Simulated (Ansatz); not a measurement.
Consider the formation energy of Pd_Cu in Cu (fcc, Fm-3m). Reaction: 63 Cu (fcc) + Pd (fcc) → cell A.

Cell A: a supercell of 64 sites of Cu (fcc, Fm-3m) with Pd on a Cu site (12 Cu at 2.60 Å); spin state with PBE: run without spin, k-point mesh 5×5×5.
```
CELL_PARAMETERS angstrom
     10.26676     0.00000     0.00000
      5.13338     8.89128     0.00000
      5.13338     2.96376     8.38278
ATOMIC_POSITIONS crystal
  Cu 0.00000 0.00000 0.00000
  Cu 0.00000 0.00000 0.24996
  Cu 0.00000 0.00000 0.50000
  Cu 0.00000 0.00000 0.75004
  Cu 0.00000 0.24996 0.00000
  Cu 0.00042 0.24977 0.24977
  Cu 0.00042 0.24977 0.50004
  Cu 0.00000 0.24996 0.75004
  Cu 0.00000 0.50000 0.00000
  Cu 0.00042 0.50004 0.24977
  Cu 0.00000 0.50000 0.50000
  Cu 0.99958 0.49996 0.75023
  Cu 0.00000 0.75004 0.00000
  Cu 0.00000 0.75004 0.24996
  Cu 0.99958 0.75023 0.49996
  Cu 0.99958 0.75023 0.75023
  Cu 0.24996 0.00000 0.00000
  Cu 0.24977 0.00042 0.24977
  Cu 0.24977 0.00042 0.50004
  Cu 0.24996 0.00000 0.75004
  Cu 0.24977 0.24977 0.00042
  Cu 0.25000 0.25000 0.25000
  Cu 0.24977 0.24977 0.50004
  Cu 0.24997 0.24997 0.75003
  Cu 0.24977 0.50004 0.00042
  Cu 0.24977 0.50004 0.24977
  Cu 0.24656 0.50000 0.50000
  Cu 0.24656 0.50000 0.75344
  Cu 0.24996 0.75004 0.00000
  Cu 0.24997 0.75003 0.24997
  Cu 0.24656 0.75344 0.50000
  Cu 0.24997 0.75003 0.75003
  Cu 0.50000 0.00000 0.00000
  Cu 0.50004 0.00042 0.24977
  Cu 0.50000 0.00000 0.50000
  Cu 0.49996 0.99958 0.75023
  Cu 0.50004 0.24977 0.00042
  Cu 0.50004 0.24977 0.24977
  Cu 0.50000 0.24656 0.50000
  Cu 0.50000 0.24656 0.75344
  Cu 0.50000 0.50000 0.00000
  Cu 0.50000 0.50000 0.24656
  Pd 0.50000 0.50000 0.50000
  Cu 0.50000 0.50000 0.75344
  Cu 0.49996 0.75023 0.99958
  Cu 0.50000 0.75344 0.24656
  Cu 0.50000 0.75344 0.50000
  Cu 0.49996 0.75023 0.75023
  Cu 0.75004 0.00000 0.00000
  Cu 0.75004 0.00000 0.24996
  Cu 0.75023 0.99958 0.49996
  Cu 0.75023 0.99958 0.75023
  Cu 0.75004 0.24996 0.00000
  Cu 0.75003 0.24997 0.24997
  Cu 0.75344 0.24656 0.50000
  Cu 0.75003 0.24997 0.75003
  Cu 0.75023 0.49996 0.99958
  Cu 0.75344 0.50000 0.24656
  Cu 0.75344 0.50000 0.50000
  Cu 0.75023 0.49996 0.75023
  Cu 0.75023 0.75023 0.99958
  Cu 0.75003 0.75003 0.24997
  Cu 0.75023 0.75023 0.49996
  Cu 0.75000 0.75000 0.75000
```

Reference: Cu (fcc, Fm-3m), 64 atoms in the cell, a perfect crystal on lattice vectors that match the other cells'; spin state with PBE: run without spin, k-point mesh 5×5×5 on the run's own vectors.

Reference: Pd (fcc, Fm-3m), 1 atom in the cell, k-point mesh 26×26×26 on the run's own vectors. Conventional cell: a = 3.9455 Å, b = 3.9455 Å, c = 3.9455 Å, α = 90.00°, β = 90.00°, γ = 90.00°.

All numbers come from Ansatz (an electronic-structure program), plane waves with PAW, its default PAW set, cutoff 420 eV. The structures are at rest with PBE, within the held lattices. Neutral cells; Fermi-Dirac smearing of at most 0.10 eV in the solids, energies taken to zero width. Larger cells are relaxed from a start prepared with the learned potential CHGNet, on a coarser mesh till forces fall under 0.03 eV/Å, which some starts already meet. A dispersion term (D3(BJ), or D4 for r2SCAN) was computed beside these levels and is taken off wherever the name lacks it. Static lattices, no vibrational contributions. No structure search was made; lower ones may exist. Values are for these cell sizes. Mesh and cell size may move defect energies by 0.1 eV or more. Cell A has symmetry Fm-3m and got no random move, so less symmetric positions, which may lie lower, weren't tried.

Q: Estimate the value that PBE returns for this input.

A: -0.32 eV, for 63 Cu (fcc) + Pd (fcc) → cell A.
